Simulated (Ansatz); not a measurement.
## A computed series for Sn: pressure series

Base system: Sn in the diamond structure (space group Fd-3m, No. 227; a = 6.5667 Å).

Cell and atoms are relaxed at each pressure.

The values are results of Kohn–Sham DFT with the r2SCAN functional, run in Ansatz (a quantum-chemistry and plane-wave program) with PAW and 500 eV plane waves, spin-orbit coupling left out, not measurements.

Notes on the quantities. enthalpy: H = E + PV relative to the base's energy.

| change | enthalpy | shortest interatomic distance |
|---|---|---|
| base | – | 2.843 Å |
| pressure −2 GPa | -0.45 eV/atom | 2.895 Å |
| pressure −1 GPa | -0.22 eV/atom | 2.867 Å |
| pressure 3 GPa | +0.64 eV/atom | 2.787 Å |
| pressure 7 GPa | +1.45 eV/atom | 2.730 Å |
| pressure 15 GPa | +2.94 eV/atom | 2.651 Å |
| pressure 30 GPa | +5.47 eV/atom | 2.553 Å |
| pressure 50 GPa | +8.50 eV/atom | 2.467 Å |
| pressure 75 GPa | +11.94 eV/atom | 2.393 Å |
| pressure 100 GPa | +15.11 eV/atom | (withheld) |

Problem. Fill in the withheld entries from the trend.

Solution. 
- pressure 100 GPa, shortest interatomic distance: 2.337 Å

Load acts through the strain it causes; cell and atoms are relaxed under it. No phonon test of stability was made. Tetrahedral semiconductors of this kind turn to denser phases somewhere between about 1 and 50 GPa; those were not computed, so compressed cells here can lie past the real transition.
